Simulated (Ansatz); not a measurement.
**Hypothetical zinc blende LiF, response to strain**

Take LiF in the zinc blende structure (space group F-43m, No. 216; a = 4.364 Å; a hypothetical phase, not in the database extracts checked) as the base. Axes: x, y, z lie along the cube axes.

Strains are applied to the cell and any free atomic positions relax; under biaxial strain the out-of-plane vector relaxes too; under stress the whole cell relaxes.

Levels (all Ansatz, a program for electronic structure, PAW): PBE (420 eV, spin-orbit coupling left out); r2SCAN (500 eV, spin-orbit coupling left out).

The base cell above is that of PBE; each level relaxes its own structures.

Notes on the quantities. energy relative to the base: free energy F.

```csv
case,"energy relative to the base, PBE","energy relative to the base, r2SCAN"
"biaxial strain −1.62 %, plane normal [001], relaxed out of plane",+0.9 meV/atom,+0.8 meV/atom
"biaxial strain −4.19 %, plane normal [111], relaxed out of plane",+14 meV/atom,+14 meV/atom
"biaxial strain −4.18 %, plane normal [111], relaxed out of plane",+14 meV/atom,+14 meV/atom
isotropic strain +4.70 %,+29 meV/atom,+31 meV/atom
isotropic strain +4.89 %,+31 meV/atom,+33 meV/atom
uniaxial strain ε_yy = +0.62 %,+0.1 meV/atom,+0.1 meV/atom
uniaxial strain ε_yy = +0.93 %,+0.2 meV/atom,+0.2 meV/atom
uniaxial strain ε_zz = +1.62 %,+0.6 meV/atom,+0.6 meV/atom
"strain tensor (xx, yy, zz, yz, xz, xy) = (+0.81, −0.31, +1.80, +0.93, −0.60, +0.75) %",+1.8 meV/atom,+1.8 meV/atom
tensor shear ε_xz = +1.41 %,+0.9 meV/atom,+0.9 meV/atom
"uniaxial stress, 3 GPa tension along x",+6.4 meV/atom,+5.9 meV/atom
```

The two levels differ by at most about 2.1 meV/atom. Near ties aside, they put the cases in the same order.

Beyond what the load breaks, stability against distortions was not tested.
